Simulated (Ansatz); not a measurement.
# Effect of Ga → Ag on GaCuSe2

The reference is GaCuSe2 in the chalcopyrite structure (space group I-42d, No. 122; a = 5.570 Å, c = 11.075 Å).

It is then changed as follows: every Ga is replaced by Ag; the structure is relaxed again.

Calculations: Ansatz (a quantum-chemistry and plane-wave program) PBEsol, scalar-relativistic without spin-orbit coupling. Γ-centred 12×12×12 mesh, Fermi–Dirac width 0.05 eV, for the changed cell.

```tsv
quantity	base	changed	shift
volume per atom	21.47 Å³	22.08 Å³	+0.61 Å³
density	5.63 g/cm³	6.19 g/cm³	+0.56 g/cm³
lattice parameter a	5.570 Å	5.740 Å	+0.170 Å
c/a ratio	1.988	1.868	-0.120
space group	I-42d (No. 122)	I-42d (No. 122)	–
shortest interatomic distance	2.381 Å	2.325 Å	-0.056 Å
band gap	0.12 eV	zero	–
```

Cost of the whole job for the changed cell (relaxation, final SCF and bands): roughly 15 core-minutes.

Stability against distortions was not tested. As relaxed here, CuAgSe2 is a hypothetical phase, not in the database extracts checked. The final runs are not spin-polarised. A zero or small gap of GaCuSe2 can be the functional's error rather than a property of the material.
